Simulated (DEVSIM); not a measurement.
Device: Ni/AlN/p-Ge capacitor, at 300 K.

Layer 1 from the left is AlN, thickness (nm) 2.90. Layer 2 from the left is Ge, thickness (nm) 4200, Na (cm⁻³) 4e15.

Metal gate on the left, work function 5.1 eV. Fixed charge at the semiconductor interface -5.1e11 cm⁻² (in units of +e); no interface traps.

The device is made up for the run: typed textbook-type constants, with dimensions and the other settings drawn at random. Values at 300 K.

AlN: gap (eV) 6.1, affinity (eV) 1.9, permittivity 8.5. Ge: gap (eV) 0.664, affinity (eV) 4, permittivity 16, Nc (cm⁻³) 1.04e19, Nv (cm⁻³) 6e18.

Q: Estimate by hand the flat-band voltage, the threshold voltage, and compare with a numerical solution.

A: 
- Flat-band voltage: C = 2.60 μF/cm², work-function difference 0.625 V; VFB = φms − qNf/C = 0.66 V; numerical 0.66 V.
- Threshold voltage: φF = 0.136 V, depletion charge √(4εqNφF) = 2.22e-8 C/cm²; VT = VFB + 2φF + Qd/C = 0.94 V; numerical 0.94 V.

Model (solved in DEVSIM): 1D Poisson equation in equilibrium, Boltzmann statistics, complete ionisation; no quantum confinement or tunnelling. Metal contacts follow the ideal Schottky-Mott rule: no Fermi-level pinning, no interface dipoles.
